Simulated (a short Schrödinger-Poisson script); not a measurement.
Solved with a short Schrödinger-Poisson script written for these runs: 1D Poisson equation in equilibrium, electrons quantum, Hartree plus LDA exchange-correlation (BenDaniel-Duke, 40 states a valley, the channel's in-plane mass for all, wave functions free to enter the barrier), parabolic valleys, classical holes, full ionisation, no traps, pinning or gate leakage.

Stack: gated Al0.33Ga0.67N/GaN polarisation-induced gas, at 77 K.

From the gate side: 30 nm Al0.33Ga0.67N; 6000 nm GaN, acceptors 2e14 cm⁻³.

The device is made up for the run: typed textbook-type constants, with dimensions and the other settings drawn at random. Al0.33Ga0.67N: permittivity 9.3, conduction-band edge (eV) 0.462, gap (eV) 4.09, electron mass (mₑ) 0.24, Nv at 300 K (cm⁻³) 4.6e19. GaN: permittivity 9.5, conduction-band edge (eV) 0, gap (eV) 3.43, Nv at 300 K (cm⁻³) 4.6e19.

Channel valleys (confinement mass, in-plane density-of-states mass, number): Γ 0.2, 0.2, 1. At the gate the conduction-band edge of layer 1 lies 1.27 eV − eVg above the Fermi level of the channel; the field vanishes at the back. Sheet of polarisation charge: +1.6e13 e/cm² at 30 nm from the gate. The barrier under the gate holds no holes. Gaps are held at their typed values at every temperature. Mesh 0.08 nm at interfaces.

Question: Give the lowest subband against the Fermi level at Vg = 0.5 V (meV); the sheet density of all electrons at Vg = -5 V (cm⁻²); the sheet density of all electrons at Vg = 0.5 V (cm⁻²).

Answer: lowest subband against the Fermi level at Vg = 0.5 V (meV): -160; sheet density of all electrons at Vg = -5 V (cm⁻²): 5.60e12; sheet density of all electrons at Vg = 0.5 V (cm⁻²): 1.47e13.
